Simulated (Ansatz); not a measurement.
Base system: HfN in the rock salt structure (space group Fm-3m, No. 225; a = 4.526 Å). Axes: x, y, z lie along the cube axes.

The values are results of r2SCAN, PAW, 500 eV (Ansatz, a program for electronic structure; scalar-relativistic without spin-orbit coupling), earlier PAW set, not measurements.

Base values:

```
Property                        Result
-----------------------------  -------
Shortest interatomic distance  2.263 Å
```

The change: a free-standing slab of 3 layers (6 atoms, 2 a layer) is cut normal to the z axis, with 15 Å of vacuum and the in-plane cell held at bulk.

Q: Estimate the effect on the excess energy per area of both faces and shortest interatomic distance.

A: The excess energy per area of both faces (slab less bulk energy over the cell's area: twice a surface energy) is 3.2 J/m² (uncertain by up to 0.09 J/m²); the shortest interatomic distance falls by 0.134 Å, from 2.263 Å to 2.129 Å.

Slab and bulk use different k-meshes, which limits the precision of the excess energy. Whether these cells are dynamically stable was not tested. The final runs are not spin-polarised. An odd electron count without spin: HfN.
